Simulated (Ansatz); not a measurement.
## Be3AsN (model structure, started from the Mg3SbN type, Pm-3m, No. 221, 5 atoms in the cell)

Calculation: G0W0@PBEsol+SOC (hard PAW, contour deformation, complete-basis limit, spin–orbit shift from PBEsol; Ansatz, a program for electronic structure).

Run with largest k mesh 8×8×8 (not extrapolated in the mesh).

Cell (relaxed with PBEsol):

```yaml
crystal:
  lattice:
    - [3.58978, 0.00000, 0.00000]
    - [0.00000, 3.58978, 0.00000]
    - [0.00000, 0.00000, 3.58978]
  atoms:
    - { symbol: Be, position: [0.00000, 0.50000, 0.50000] }
    - { symbol: Be, position: [0.50000, 0.00000, 0.50000] }
    - { symbol: Be, position: [0.50000, 0.50000, 0.00000] }
    - { symbol: As, position: [0.00000, 0.00000, 0.00000] }
    - { symbol: N, position: [0.50000, 0.50000, 0.50000] }
```

```
Quantity   Result
--------  -------
band gap  1.43 eV
```

Note: spin–orbit coupling enters as the shift of the gap found with a semilocal functional; the relaxation could raise the start's symmetry but not lower it, so the cell can be a saddle point.

Static lattice: no zero-point or thermal effects.

The result took roughly 2.3 core-hours.

A model structure was made by putting elements into a prototype or built by hand; it is no filed structure, need not be a known phase, and can be a saddle point held by its symmetry.
